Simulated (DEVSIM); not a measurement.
**abrupt Si p-n junction**

Structure: abrupt Si p-n junction, at 250 K.

| layer (left to right) | material | thickness (μm) | Nd (cm⁻³) | Na (cm⁻³) | τn (s) | τp (s) |
|---|---|---|---|---|---|---|
| 1 | Si | 2.40 | - | 1.1e18 | 0.00043 | 0.00043 |
| 2 | Si | 6.80 | 2.4e14 | - | 0.00043 | 0.00043 |

Left contact: ohmic. Right contact: ohmic. Voltage is applied to the left contact. Recombination: SRH at mid-gap. Mobility is μmin + (μ − μmin)/(1 + (N/Nref)^α).

This is a model device: material constants are rounded textbook-type values typed into the input, and sizes, dopings and lifetimes were drawn at random. Values at 300 K; Nc and Nv go as T^1.5, mobilities as T to minus their exponent, the gap by Varshni's rule with the affinity fixed.

```
parameter               Si
----------------  --------
gap (eV)             1.124
affinity (eV)         4.05
permittivity          11.7
Nc (cm⁻³)          2.86e19
Nv (cm⁻³)           3.1e19
μn (cm²/Vs)           1417
μp (cm²/Vs)            470
μn,min                  52
μp,min                  45
Nref,n              9.7e16
Nref,p              2.2e17
αn                    0.68
αp                    0.72
T exponent of μn       2.3
T exponent of μp       2.2
Varshni α (eV/K)  0.000473
Varshni β (K)          636
```

Simulated with DEVSIM: 1D drift-diffusion, Boltzmann statistics, complete ionisation; no tunnelling, impact ionisation, image-force lowering or self-heating.

```json
{
  "potential_step_across_the_device_at_zero_bias": "0.824 V",
  "largest_field_in_the_device_at_zero_bias": "52000 V/cm",
  "Dark forward voltage at 1 A/cm²": "0.654 V",
  "Dark forward voltage at 100 A/cm²": "0.821 V"
}
```

Dark reverse current:

```json
[
 {"V (V)": "-0.04", "J (A/cm²)": "-3.1e-13"},
 {"V (V)": "-0.10", "J (A/cm²)": "-5.2e-13"},
 {"V (V)": "-0.20", "J (A/cm²)": "-7.8e-13"},
 {"V (V)": "-0.30", "J (A/cm²)": "-1.0e-12"},
 {"V (V)": "-0.40", "J (A/cm²)": "-1.2e-12"},
 {"V (V)": "-0.60", "J (A/cm²)": "-1.6e-12"},
 {"V (V)": "-0.80", "J (A/cm²)": "-2.0e-12"},
 {"V (V)": "-1.00", "J (A/cm²)": "-2.3e-12"},
 {"V (V)": "-1.30", "J (A/cm²)": "-2.7e-12"},
 {"V (V)": "-1.60", "J (A/cm²)": "-3.1e-12"},
 {"V (V)": "-2.00", "J (A/cm²)": "-3.6e-12"}
]
```

Small-signal capacitance in reverse bias (quasi-static):

```csv
V (V),C (nF/cm²)
-0.04,5.25
-0.1,5.04
-0.2,4.74
-0.3,4.49
-0.4,4.27
-0.6,3.92
-0.8,3.65
-1,3.42
-1.3,3.15
-1.6,2.94
-2,2.71
```
